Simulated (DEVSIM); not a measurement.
Device: illuminated Si n-on-p cell, one wavelength, at 400 K.

```csv
layer (left to right),material,thickness (μm),Nd (cm⁻³),Na (cm⁻³),τn (s),τp (s),absorption coefficient (cm⁻¹)
1,Si,0.550,5.5e17,-,1.2e-7,4.8e-8,510
2,Si,280,-,5.2e16,5.8e-7,5.8e-7,510
```

Left contact: ohmic, minority hole recombination velocity 8000 cm/s. Right contact: ohmic, minority electron recombination velocity 6e5 cm/s. Voltage is applied to the left contact. Recombination: SRH at mid-gap, radiative, Auger. Light enters at the left, 2e16 photons cm⁻² s⁻¹, one pass, no reflection. Mobility is constant in doping.

This is a model device: material constants are rounded textbook-type values typed into the input, and sizes, dopings and lifetimes were drawn at random. Values at 300 K; Nc and Nv go as T^1.5, mobilities as T to minus their exponent, the gap by Varshni's rule with the affinity fixed.

| parameter | Si |
|---|---|
| gap (eV) | 1.124 |
| affinity (eV) | 4.05 |
| permittivity | 11.7 |
| Nc (cm⁻³) | 2.86e19 |
| Nv (cm⁻³) | 3.1e19 |
| μn (cm²/Vs) | 1417 |
| μp (cm²/Vs) | 470 |
| T exponent of μn | 2.3 |
| T exponent of μp | 2.2 |
| B (cm³/s) | 4.7e-15 |
| Cn (cm⁶/s) | 2.8e-31 |
| Cp (cm⁶/s) | 9.9e-32 |
| Varshni α (eV/K) | 0.000473 |
| Varshni β (K) | 636 |

Simulated with DEVSIM: 1D drift-diffusion, Boltzmann statistics, complete ionisation; no tunnelling, impact ionisation, image-force lowering or self-heating.

### Question
Tabulate band edges, carrier densities and field at -0.9 V on the left contact, in the dark.

### Answer
Energies count from the Fermi level of the right contact; mesh points crowd at the junctions.

```
x (μm)   Ec (eV)  Ev (eV)  n (cm⁻³)  p (cm⁻³)  field (V/cm)
-------  -------  -------  --------  --------  ------------
0.000      1.051   -0.045    5.5e17    2.4e15          -220
0.03803    1.051   -0.046    5.5e17    2.4e15           ≈ 0
0.1368     1.051   -0.046    5.5e17    2.4e15           ≈ 0
0.3441     1.051   -0.046    5.5e17    2.4e15           ≈ 0
0.5057     1.051   -0.045    5.5e17    2.5e15            68
0.5474     1.077   -0.019    2.6e17    5.4e15         37000
0.5849     1.157    0.061    2.5e16    5.4e16          5800
0.7435     1.167    0.070    1.9e16    7.1e16           ≈ 0
1.105      1.166    0.070    1.9e16    7.1e16           ≈ 0
2.133      1.166    0.070    1.9e16    7.1e16           ≈ 0
4.806      1.165    0.069    1.7e16    6.9e16           ≈ 0
16.33      1.160    0.064    1.4e16    6.6e16           ≈ 0
42.61      1.144    0.047    8.0e15    6.0e16           ≈ 0
117.3      1.071   -0.025    2.3e15    5.4e16           -11
234.1      0.924   -0.172    4.4e14    5.2e16           -13
263.1      0.885   -0.211    2.2e14    5.2e16           -14
274.3      0.870   -0.227    9.6e13    5.2e16           -14
278.2      0.864   -0.232    4.2e13    5.2e16           -14
279.9      0.862   -0.234    1.6e13    5.2e16           -14
280.3      0.862   -0.235    1.0e13    5.2e16           -14
280.5      0.861   -0.235    7.8e12    5.2e16           -14
280.6      0.861   -0.235    6.8e12    5.2e16           -16
```
